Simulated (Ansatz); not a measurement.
```yaml
crystal:
  lattice:
    - [15.50000, 0.00000, 0.00000]
    - [0.00000, 15.50000, 0.00000]
    - [0.00000, 0.00000, 5.52269]
  atoms:
    - { symbol: Zn, position: [0.63593, 0.50000, 0.67026] }
    - { symbol: O, position: [0.60645, 0.60645, 0.82974] }
    - { symbol: O, position: [0.65055, 0.50000, 0.32974] }
    - { symbol: Zn, position: [0.50000, 0.63593, 0.67026] }
    - { symbol: O, position: [0.39355, 0.60645, 0.82974] }
    - { symbol: Zn, position: [0.59612, 0.59612, 0.17026] }
    - { symbol: O, position: [0.50000, 0.65055, 0.32974] }
    - { symbol: Zn, position: [0.36407, 0.50000, 0.67026] }
    - { symbol: O, position: [0.39355, 0.39355, 0.82974] }
    - { symbol: Zn, position: [0.40388, 0.59612, 0.17026] }
    - { symbol: O, position: [0.34945, 0.50000, 0.32974] }
    - { symbol: Zn, position: [0.50000, 0.36407, 0.67026] }
    - { symbol: O, position: [0.60645, 0.39355, 0.82974] }
    - { symbol: Zn, position: [0.40388, 0.40388, 0.17026] }
    - { symbol: O, position: [0.50000, 0.34945, 0.32974] }
    - { symbol: Zn, position: [0.59612, 0.40388, 0.17026] }
```

Method: PBE (plane waves to 420 eV, PAW; Ansatz, a first-principles code). Mesh 1×1×6. No spin polarisation. It repeats along c; a and b span vacuum. A hypothetical model, rolled from the flat sheet. It keeps the symmetry and period of its start, so it need not be a minimum against all distortions.

Task: Tabulate the two highest filled and two lowest empty levels along the axis, from the valence top.

Result: 
| k (2π/c) | v2 (eV) | v1 (eV) | c1 (eV) | c2 (eV) |
|---|---|---|---|---|
| 0.000 | -0.20 | 0.00 | 1.79 | 3.36 |
| 0.042 | -0.21 | -0.02 | 1.81 | 3.37 |
| 0.083 | -0.23 | -0.09 | 1.89 | 3.40 |
| 0.125 | -0.27 | -0.19 | 2.00 | 3.45 |
| 0.167 | -0.32 | -0.31 | 2.14 | 3.52 |
| 0.208 | -0.45 | -0.39 | 2.30 | 3.61 |
| 0.250 | -0.50 | -0.46 | 2.48 | 3.72 |
| 0.292 | -0.52 | -0.52 | 2.67 | 3.85 |
| 0.333 | -0.51 | -0.51 | 2.87 | 4.00 |
| 0.375 | -0.51 | -0.51 | 3.08 | 4.16 |
| 0.417 | -0.51 | -0.51 | 3.29 | 4.13 |
| 0.458 | -0.51 | -0.51 | 3.50 | 3.92 |
| 0.500 | -0.51 | -0.51 | 3.71 | 3.71 |
